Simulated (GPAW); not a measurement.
## Input and output of a self-consistent single point for Zr (P6_3/mmc, 2 atoms in the cell) (GPAW)

Method of the run: PBE, GPAW PAW datasets PBE (gpaw-data 1.0.1) (plane waves; GPAW).

The input file:

```python
from ase import Atoms
from ase.units import GPa
from gpaw import GPAW

atoms = Atoms(['Zr', 'Zr'],
              cell=[[3.209105, 0.000000, 0.000000],
                    [-1.604553, 2.779166, 0.000000],
                    [0.000000, 0.000000, 5.124118]],
              scaled_positions=[[0.333333, 0.666667, 0.250000],
                                [0.666667, 0.333333, 0.750000]],
              pbc=True)

calc = GPAW(mode={'name': 'pw', 'ecut': 600},
            xc='PBE',
            kpts={'size': (16, 16, 9), 'gamma': True},
            occupations={'name': 'methfessel-paxton', 'width': 0.136, 'order': 0},
            nbands=-10,
            symmetry={'symmorphic': False, 'tolerance': 0.0005},
            maxiter=120,
            txt='-')

atoms.calc = calc

energy = atoms.get_potential_energy()
print('Energy (eV):', round(energy, 6))
forces = atoms.get_forces()
print('Forces (eV/Ang):')
print(forces.round(5))
stress = atoms.get_stress()
print('Stress (GPa, Voigt):', (stress / GPa).round(4))
```

Output (repeated stretches shortened):

```
Input parameters:
  kpts: {gamma: True,
         size: (16, 16, 9)}
  maxiter: 120
  mode: {ecut: 600,
         name: pw}
  nbands: -10
  occupations: {name: methfessel-paxton,
                order: 0,
                width: 0.136}
  symmetry: {symmorphic: False,
             tolerance: 0.0005}
  xc: PBE

species:
  Zr:
    name: Zirconium
    Z: 40.0
    valence: 12
    core: 28
    charge: 0.0
    file: Zr.PBE.gz

    # Using partial waves for Zr as LCAO basis

Reference energy: -195787.142470  # eV

Spin-paired calculation

Convergence criteria:
 Maximum [total energy] change in last 3 cyles: 0.0005 eV / valence electron
 Maximum integral of absolute [dens]ity change: 0.0001 electrons / valence electron
 Maximum integral of absolute [eigenst]ate change: 4e-08 eV^2 / valence electron
 Maximum number of scf [iter]ations: 120

Symmetries present (total): 24
Symmetries with fractional translations: 12
2304 k-points: 16 x 16 x 9 Monkhorst-Pack grid + [1/32,1/32,0.000000]
150 k-points in the irreducible part of the Brillouin zone
       k-points in crystal coordinates                weights
   0:     0.00000000    0.00000000    0.00000000          1/2304
   1:     0.00000000    0.00000000    0.11111111          2/2304
   2:     0.00000000    0.00000000    0.22222222          2/2304
   [... 7 lines left out ...]
          ...
 149:     0.50000000    0.50000000    0.44444444          6/2304

Wave functions: Plane wave expansion
  Cutoff energy: 600.000 eV
  Number of coefficients (min, max): 1503, 1550
  Pulay-stress correction: 0.000000 eV/Ang^3 (de/decut=0.000000)

Occupation numbers: Methfessel-Paxton:
  width: 0.1360  # eV
  order: 0

Eigensolver

Densities:
  Coarse grid: 20*20*30 grid
  Fine grid: 40*40*60 grid
  Total Charge: 0.000000

Density mixing:
  Method: separate
  Backend: pulay
  Linear mixing parameter: 0.05
  old densities: 5
  Damping of long wavelength oscillations: 50

Hamiltonian:
  XC and Coulomb potentials evaluated on a 40*40*60 grid
  External potential:
    NoExternalPotential

XC parameters: PBE with 2 nearest neighbor stencil

Number of atoms: 2
Number of atomic orbitals: 26
Number of bands in calculation: 22
Number of valence electrons: 24
Bands to converge: occupied

Density initialized from atomic densities
  22 bands from LCAO basis set

Atomic positions and initial magnetic moments

Positions:
   0 Zr    -0.000002    1.852778    1.281030    ( 0.0000,  0.0000,  0.0000)
   1 Zr     1.604554    0.926388    3.843089    ( 0.0000,  0.0000,  0.0000)

Unit cell:
           periodic     x           y           z      points  spacing
  1. axis:    yes    3.209105    0.000000    0.000000    20     0.1390
  2. axis:    yes   -1.604553    2.779166    0.000000    20     0.1390
  3. axis:    yes    0.000000    0.000000    5.124118    30     0.1708

  Lengths:   3.209105   3.209105   5.124118
  Angles:   90.000000  90.000000 120.000012

Effective grid spacing dv^(1/3) = 0.1562

     iter     time        total  log10-change:
                         energy   eigst   dens
iter:   1 --:--:--   -15.024138
iter:   2 --:--:--   -15.033672   -0.56  -1.38
iter:   3 --:--:--   -14.812920   -0.90  -1.40
iter:   4 --:--:--   -14.840240   -1.75  -2.11
iter:   5 --:--:--   -14.887685   -2.30  -2.13
iter:   6 --:--:--   -14.815044   -1.95  -1.93
iter:   7 --:--:--   -14.814878   -3.12  -2.77
iter:   8 --:--:--   -14.814786c  -3.88  -3.07
iter:   9 --:--:--   -14.814865c  -4.69  -3.85
iter:  10 --:--:--   -14.814897c  -5.61  -3.50
iter:  11 --:--:--   -14.814786c  -4.88  -3.43
iter:  12 --:--:--   -14.814780c  -5.64  -4.16c
iter:  13 --:--:--   -14.814781c  -7.48c -4.67c

Converged after 13 iterations.

Dipole moment: (0.000000, -0.000000, 0.000000) |e|*Ang

Energy contributions relative to reference atoms: (reference = -195787.142470)

Kinetic:         +8.141976
Potential:       -8.809348
External:        +0.000000
XC:             -14.842714
Entropy (-ST):   -0.017575
Local:           +0.704094
SIC:             +0.000000
--------------------------
Free energy:    -14.823568
Extrapolated:   -14.814781

Showing only first 2 kpts
 Kpt  Band  Eigenvalues  Occupancy
  0    10     10.49223    0.00000
  0    11     10.49224    0.00000
  0    12     10.61985    0.00000
  0    13     10.83826    0.00000

  1    10     10.43509    0.00000
  1    11     10.43509    0.00000
  1    12     10.53758    0.00000
  1    13     10.63808    0.00000

Fermi level: 9.62104

No gap
No difference between direct/indirect transitions
Energy (eV): -14.814781

Forces in eV/Ang:
  0 Zr    0.00000   -0.00000    0.00000
  1 Zr   -0.00000   -0.00000    0.00000

Stress tensor:
    -0.011695    -0.000000     0.000000
    -0.000000    -0.011695     0.000000
     0.000000     0.000000    -0.013345
Stress (GPa, Voigt): [-1.8738 -1.8738 -2.1381  0.      0.     -0.    ]
```

The run converged in 13 iterations. GPAW prints stress with tension positive.

The starting cell comes from a database of computed structures (which also holds hypothetical and non-ambient phases and stackings), without a prior relaxation at this level. Its lattice was rescaled by a random factor within 2.5 % of one.

Cost on one core of a shared machine: roughly 70 s.
